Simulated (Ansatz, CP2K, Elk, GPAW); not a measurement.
## Code comparison for CsLuS2 (P1, 8 atoms in the cell)

Self-consistent single point, at a second geometry (atoms moved at random). First geometry:

```
CELL_PARAMETERS angstrom
      3.98921     0.00000     0.00000
     -1.99460     3.45476     0.00000
      0.00000     0.00000    16.05658
ATOMIC_POSITIONS crystal
  Cs 0.33333 0.66667 0.25000
  Cs 0.66667 0.33333 0.75000
  Lu 0.00000 0.00000 0.50000
  Lu 0.00000 0.00000 0.00000
  S  0.33333 0.66667 0.91088
  S  0.66667 0.33333 0.08912
  S  0.66667 0.33333 0.41088
  S  0.33333 0.66667 0.58912
```

Second geometry:
```yaml
crystal:
  lattice:
    - [3.98921, 0.00000, 0.00000]
    - [-1.99460, 3.45476, 0.00000]
    - [0.00000, 0.00000, 16.05658]
  atoms:
    - { symbol: Cs, position: [0.32467, 0.67989, 0.25087] }
    - { symbol: Cs, position: [0.66936, 0.34117, 0.74796] }
    - { symbol: Lu, position: [0.99534, 0.98968, 0.50428] }
    - { symbol: Lu, position: [0.99340, 0.98473, 0.99618] }
    - { symbol: S, position: [0.33765, 0.68178, 0.91153] }
    - { symbol: S, position: [0.66290, 0.33423, 0.08722] }
    - { symbol: S, position: [0.66559, 0.32626, 0.41440] }
    - { symbol: S, position: [0.35110, 0.66226, 0.58757] }
```

Shared settings, as Ansatz (a quantum-chemistry and plane-wave program) writes them: kpoints.mp_grid.grid = 5 5 1; scf.occupations.method = fixed. Potentials and cutoffs stand in the table.

| code | model | ΔF from the first geometry (meV/atom) | pressure (GPa) | largest force (eV/Å) | gap on the mesh (eV) | cutoff |
|---|---|---|---|---|---|---|
| Elk | LDA (PW92), all-electron FP-LAPW, Elk's shipped species files, default APW+lo basis | 10.3 | – | – | 1.910 | rgkmax 7 |
| CP2K | LDA (Pade form), GPW, DZVP-MOLOPT-SR-GTH basis, GTH-PADE potentials (GTH_POTENTIALS) | 9.6 | -3.00 | 0.774 | 2.079 | grid 500 Ry |
| Ansatz | LDA (PW92), PAW files made with PBE | 9.9 | -2.85 | 0.756 | 1.904 | default |
| GPAW | LDA (Perdew-Wang 92), GPAW PAW datasets LDA (gpaw-data 1.0.1) | 10.1 | -2.73 | 0.760 | 1.901 | 800 eV |

Size of the force on each atom (eV/Å): Sizes of forces hide their directions.

```json
[
 {"code": "CP2K", "Cs1": "0.086", "Cs2": "0.120", "Lu3": "0.774", "Lu4": "0.726", "S5": "0.514", "S6": "0.158", "S7": "0.106", "S8": "0.628"},
 {"code": "Ansatz", "Cs1": "0.079", "Cs2": "0.115", "Lu3": "0.756", "Lu4": "0.710", "S5": "0.530", "S6": "0.123", "S7": "0.081", "S8": "0.642"},
 {"code": "GPAW", "Cs1": "0.080", "Cs2": "0.117", "Lu3": "0.760", "Lu4": "0.714", "S5": "0.540", "S6": "0.114", "S7": "0.076", "S8": "0.652"}
]
```

A dash marks a value that a program does not give, or that is left out as unsure.

Gaps are read on the mesh.

On Ansatz's run: spin-orbit coupling is off.

The spread over the programs that give each value: ΔF from the first geometry within 0.7 meV/atom; pressure within 0.27 GPa; largest force within 0.018 eV/Å; gap on the mesh within 0.178 eV.

CP2K uses small atom-centred bases, whose incompleteness enters pressures, forces and empty levels differently from a plane-wave cutoff. Elk treats all electrons, but the usual bases taken here (sphere radii, linearisation, local orbitals, empty states) were not tested for convergence, so the values are no reference for the others. Ansatz's pressure is given at a fixed set of plane waves, as the other plane-wave codes print theirs. In the gap, CP2K (by 0.176) lies more than 0.12 eV from the median of the plane-wave programs.

The starting cell comes from a database of computed structures (which also holds hypothetical and non-ambient phases and stackings), without a prior relaxation at this level. For this run, on top of that: atoms moved at random.

Keys are those of Ansatz 0.2.
